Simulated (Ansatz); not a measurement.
# A computed series for Sn: response to strain

The reference is Sn in the diamond structure (space group Fd-3m, No. 227; relaxed with 0.1 eV smearing).

```
CELL_PARAMETERS angstrom
      0.00000     3.23724     3.23724
      3.23724     0.00000     3.23724
      3.23724     3.23724     0.00000
ATOMIC_POSITIONS crystal
  Sn 0.00000 0.00000 0.00000
  Sn 0.25000 0.25000 0.25000
```

Strains are applied to the cell and any free atomic positions relax.

Computed with Ansatz (a quantum-chemistry and plane-wave program), LDA, PAW, cutoff 420 eV, spin-orbit coupling left out.

Notes on the quantities. energy relative to the base: free energy F.

```
variant                   energy relative to the base  volume per atom  pressure
------------------------  ---------------------------  ---------------  --------
base                                       0 meV/atom         33.93 Å³   0.0 GPa
isotropic strain −3.00 %                 +43 meV/atom         30.96 Å³   5.1 GPa
isotropic strain −2.50 %                 +29 meV/atom         31.44 Å³   4.1 GPa
isotropic strain −2.00 %                 +18 meV/atom         31.93 Å³   3.1 GPa
isotropic strain −0.50 %                +1.1 meV/atom         33.42 Å³   0.7 GPa
isotropic strain +0.50 %                +1.1 meV/atom         34.44 Å³  -0.7 GPa
isotropic strain +1.50 %                +9.1 meV/atom         35.48 Å³  -1.8 GPa
isotropic strain +2.00 %                 +16 meV/atom         36.00 Å³  -2.3 GPa
isotropic strain +2.50 %                 +24 meV/atom         36.53 Å³  -2.8 GPa
isotropic strain +3.00 %                 +34 meV/atom         37.07 Å³  -3.2 GPa
```

Whether these cells are dynamically stable was not tested.
